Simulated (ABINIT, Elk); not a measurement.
An Elk input for a self-consistent single point of LiCuO2 (P3m1, 4 atoms in the cell) (DFT, PBEsol, all-electron FP-LAPW, Elk's shipped species files, default APW+lo basis):

```
tasks
  0

xctype
  22

spinpol
  .true.

reducebf
  0.8

rmtscf
  0.82

stype
  0

swidth
  0.00183747

maxscl
  100

scale
  1.889726125

avec
    2.9099813057    0.0000001791    0.0000000000
   -1.4549908079    2.5201176457    0.0000000000
    0.0000000000    0.0000000000    4.9901680000

sppath
  'species/'

atoms
  3
  'Li.in'
  1
  0.0000000000  0.0000000000  0.5964800000    0.0 0.0 0.0
  'Cu.in'
  1
  0.3333333333  0.6666666667  0.0274600000    0.0 0.0 -0.25
  'O.in'
  2
  0.6666666667  0.3333333333  0.7997600000    0.0 0.0 0.0
  0.0000000000  0.0000000000  0.2253000000    0.0 0.0 0.0

ngridk
  10 10 6
```

Question: Write the same calculation as an input for ABINIT.

Answer: This is the input that was run; spellings and numerical settings could be chosen otherwise.

```
# LiCuO2, JTH v2.0 PBE PAW
pp_dirpath "./"
pseudos "Li.GGA_PBE-JTH.xml, Cu.GGA_PBE-JTH.xml, O.GGA_PBE-JTH.xml"
acell 3*1.0
rprim
         5.4990676955    0.0000003384    0.0000000000
        -2.7495341408    4.7623321523    0.0000000000
         0.0000000000    0.0000000000    9.4300508359
natom 4
ntypat 3
znucl 3 29 8
typat 1 2 3 3
xred
         0.0000000000    0.0000000000    0.5964800000
         0.3333333333    0.6666666667    0.0274600000
         0.6666666667    0.3333333333    0.7997600000
         0.0000000000    0.0000000000    0.2253000000
ecut 30
pawecutdg 60
pawxcdev 0
ixc -116133
nsppol 2
spinat
      0 0 0
      0 0 1
      0 0 0
      0 0 0
occopt 7
tsmear 0.00183747
nband 24
kptopt 1
ngkpt 10 10 6
nshiftk 1
shiftk 0 0 0
nstep 50
tolvrs 1.0e-12
prtwf 0
prtden 0
```

Basis, cutoffs, solver keys and any potentials are the target program's own. This input uses DFT, PBEsol, plane waves, PAW (JTH v2.0 PBE PAW, files made for PBE).

The starting cell comes from a database of computed structures (which also holds hypothetical and non-ambient phases and stackings), without a prior relaxation at this level. Its lattice was rescaled by a random factor within 2.5 % of one.
